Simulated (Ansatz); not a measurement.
Abridged Ansatz (a quantum-chemistry and plane-wave program) output:

```
Relaxation: its limit of steps is 50 (relax.max_steps)
Pseudopotential: Ti, paw, valence charge 12
Pseudopotential: O, paw, valence charge 6
Crystal: 6 atoms, lattice volume = 67.294 Å³
Basis set: ecut = 420 eV, 1317 PW (Γ), exchange–correlation on 80×80×80 points (8 copies of the dense FFT grid, shifted against one another)
Bands: 30, of which v1, the nominal top of the filled ones, is band 24 counted from 1 (23 counted from 0)
Symmetry: 16 space group operations
k-points: 163 of 1728
Functional: x = slater, c = lda
SCF iter   1: F=—  HF=-7130.490012 eV  |F-HF|=—  |Δ(HF+E_count)|=         —  Δρ=1.95e-2  dr2=2.27e-1  ethr=1.77e-3  ⟨swp⟩=5.0  Hψ=19988  notcnv=0
SCF iter   2: F=—  HF=-7130.506195 eV  |F-HF|=—  |Δ(HF+E_count)|=   1.62e-2  Δρ=2.32e-2  dr2=3.37e-1  ethr=4.73e-4  ⟨swp⟩=2.0  Hψ=9496  notcnv=0  defer=250
SCF 1 converged in 8 iterations: F = -7130.438905 eV  dr2 = 1.12e-10
relax step   1: F+E_penalty+E_count = -7130.43890545 eV  Δ(F+E_penalty+E_count) = +0.000e0 eV  max|allowed force component| = 3.146e-1 eV/Å  Δτ_max = 0.0000 Å  (8 SCF iters, accepted)
Crystal: 6 atoms, lattice volume = 67.294 Å³
SCF iter   1: F=—  HF=-7130.448551 eV  |F-HF|=—  |Δ(HF+E_count)|=         —  Δρ=1.13e-3  dr2=7.09e-4  ethr=1.42e-6  ⟨swp⟩=2.0  Hψ=14969  notcnv=0  defer=257
SCF iter   2: F=—  HF=-7130.448294 eV  |F-HF|=—  |Δ(HF+E_count)|=   2.57e-4  Δρ=4.87e-4  dr2=1.04e-4  ethr=1.42e-6  ⟨swp⟩=2.0  Hψ=7224  notcnv=0  defer=257
SCF 2 converged in 7 iterations: F = -7130.448268 eV  dr2 = 1.53e-11
relax step   2: F+E_penalty+E_count = -7130.44826829 eV  Δ(F+E_penalty+E_count) = -9.363e-3 eV  max|allowed force component| = 1.763e-1 eV/Å  Δτ_max = 0.0095 Å  (7 SCF iters, accepted)
Crystal: 6 atoms, lattice volume = 67.294 Å³
SCF iter   1: F=—  HF=-7130.452799 eV  |F-HF|=—  |Δ(HF+E_count)|=         —  Δρ=1.42e-3  dr2=1.13e-3  ethr=2.34e-5  ⟨swp⟩=2.2  Hψ=10809  notcnv=0  defer=258
SCF iter   2: F=—  HF=-7130.452380 eV  |F-HF|=—  |Δ(HF+E_count)|=   4.19e-4  Δρ=5.91e-4  dr2=1.47e-4  ethr=2.35e-6  ⟨swp⟩=2.0  Hψ=8011  notcnv=0  defer=258
SCF 3 converged in 7 iterations: F = -7130.452347 eV  dr2 = 3.71e-11
relax step   3: F+E_penalty+E_count = -7130.45234662 eV  Δ(F+E_penalty+E_count) = -4.078e-3 eV  max|allowed force component| = 7.939e-3 eV/Å  Δτ_max = 0.0120 Å  (7 SCF iters, accepted)
Crystal: 6 atoms, lattice volume = 67.294 Å³
[...]
SCF converged after 5 iterations
Free energy (F): -7130.452355 eV
Internal energy: -7130.452355 eV  (E = F + TS)
E sigma→0 (E₀):  -7130.452355 eV
Fermi energy:    8.224952 eV
--- Forces (eV/Å), atoms counted from 1 ---
  atom   1  Ti     0.00000000    -0.00000000     0.00000000
  atom   2  Ti    -0.00000000    -0.00000000     0.00000000
  atom   3  O      0.00000000    -0.00000000    -0.00007459
  atom   4  O      0.00000000    -0.00000000    -0.00007459
  atom   5  O      0.00000000    -0.00000000     0.00007459
  atom   6  O      0.00000000     0.00000000     0.00007459
--- Stress (GPa, compression-positive) ---
       -2.808982      -0.000000       0.000000
       -0.000000      -2.808982      -0.000000
        0.000000      -0.000000      -3.595704
  P = ⅓ Tr σ = -3.0712 GPa (-30.712 kbar)
--- Relaxed structure (4 steps of the walk, 4 accepted, 0 SCFs on fresh bases) ---
  atoms:
    - { symbol: Ti, position: [0.75, 0.25, 0.5] }
    - { symbol: Ti, position: [6.007531636119652e-20, 6.007531636119653e-20, 4.4261660261183836e-36] }
    - { symbol: O, position: [0.5441968396204383, 0.04419683962043827, 0.5] }
    - { symbol: O, position: [0.7941968396204383, 0.7941968396204383, 2.3740345049180422e-35] }
    - { symbol: O, position: [0.20580316037956178, 0.20580316037956178, -4.023787296471266e-37] }
    - { symbol: O, position: [0.9558031603795618, 0.45580316037956176, 0.5] }
```

**Question.** What was computed, and what are the main results?

**Answer.** TiO2, 6 atoms in the cell, with plane-wave PAW DFT at the LDA level (Ansatz, 420 eV), no spin-orbit coupling. The last SCF converged to F = -7130.452355 eV, or -1188.4087 eV per atom, at a pressure of -3.07 GPa. The total energy compares only with runs of the same code, potentials and settings.

The cells carry an imposed strain or load. Stability against distortions was not tested. The final runs are not spin-polarised. The cell was made from TiO$_{2}$ in the anatase structure (space group I4_1/amd, No. 141) by this change: uniaxial strain ε_zz = +1.80 %.

Keys are those of Ansatz 0.2.
